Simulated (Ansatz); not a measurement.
L1₀ (CuAu-type) FePt, treated with LDA (PAW; Ansatz, a first-principles code).

Run with plane-wave cutoff 520 eV, 20×20×16 k mesh (along the axes of the cell as run), Fermi–Dirac smearing 0.05 eV, spin-polarised with parallel moments, scalar-relativistic PAW data made under PBE.

Shape and atoms are relaxed at each volume.

Pressure at four volumes; x = ln(V/13.025 Å³). One pressure is withheld.

```json
[
 {"V (Å³/atom)": "12.504", "x": "-0.0408", "P (GPa)": "11.27"},
 {"V (Å³/atom)": "13.025", "x": "0.0000", "P (GPa)": "0.00"},
 {"V (Å³/atom)": "13.285", "x": "0.0198", "P (GPa)": "-4.80"},
 {"V (Å³/atom)": "13.546", "x": "0.0392", "P (GPa)": "?"}
]
```

Problem. Pass a parabola P(x) through the three rows shown, estimate the bulk modulus and its pressure derivative near zero pressure, and predict the withheld pressure.

Solution. Slopes between the rows: (0.00 − (11.27))/(0.0000 − (-0.0408)) = -276.23 and (-4.80 − (0.00))/(0.0198 − (0.0000)) = -242.42 GPa. Their difference over the span 0.0606 is c = 33.81/0.0606 = 557.9 GPa, so P(x) = 11.27 + (-276.23)(x − (-0.0408)) + 557.9 (x − (-0.0408))(x − (0.0000)). At the middle row B = −dP/dx = −[-276.23 + 557.9 × 0.0408] = 253.5 GPa, and B′ = dB/dP = 2c/B = 4.4. At x = 0.0392 the parabola gives -9.08 GPa; the run gives -9.07 GPa. The Birch–Murnaghan fit to the energies at all volumes has B0 = 253 GPa and B′ = 4.4.

Measured, for comparison: bulk modulus 208 GPa (room temperature, not corrected to a static lattice; as tabulated in First-principles calculations on Fe-Pt nanoclusters of various morphologies). Computed less measured: bulk modulus +22 %.

Spin–orbit coupling is not included.
